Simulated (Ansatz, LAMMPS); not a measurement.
Crystalline Ge, 1000 atoms, one frame of classical dynamics at 700 K, cell scaled from the potential's lattice parameter to the PBE one and held. Cell 28.80 × 28.80 × 28.80 Å, Ge1000, 1000 atoms. Prepared with Tersoff's 1989 multicomponent potential (SiCGe.tersoff) (LAMMPS): 30 ps at 700 K at fixed volume, last frame. 

Basis: localised support functions (accuracy medium) on a full density matrix. k-points: zone centre alone; occupations: Fermi-Dirac, 0.060 eV; spin polarisation not allowed. Spin-orbit coupling is left out.

Task: Estimate the energy, gap and bonding that PBE, support functions at accuracy medium on the grid of 370 eV run with Ansatz (an electronic-structure program) returns for this input.

Result: 
energy of this one frame (with the electrons' smearing term) over the static perfect crystal, per atom: 59 meV/atom
electronic character of the cell: no gap resolved at this smearing
coordination (neighbours within 2.898 Å): 100.0 % 4-fold
Ge-Ge bonds, mean ± spread: 2.500 ± 0.082 Å
bond angles, mean ± spread: 109.4° ± 4.0°
pressure (static part): 0.68 GPa
